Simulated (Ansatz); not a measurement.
Take VBiO4 (space group I4_1/a, No. 88; a = 5.121 Å, c = 11.623 Å) as the base. Axes: x, y, z lie along a, b, c of the conventional cell.

Level of theory: r2SCAN, PAW, 500 eV (Ansatz, an electronic-structure program; no spin-orbit coupling), earlier PAW set.

Before the change:

The shortest interatomic distance is 172.3 pm and the pressure is 0.00 GPa.

The change: the cell is stretched by 0.34 % along x with no lateral relaxation; the atoms relax in the strained cell.

What happens to the shortest interatomic distance and pressure?

The shortest interatomic distance stays 172.3 pm; the pressure (mean of the normal stresses, compression positive) goes from zero to -0.49 GPa.

Whether these cells are dynamically stable was not tested. Starting moments died away, wholly or in part, for the base; another magnetic solution may exist. The final runs are not spin-polarised.
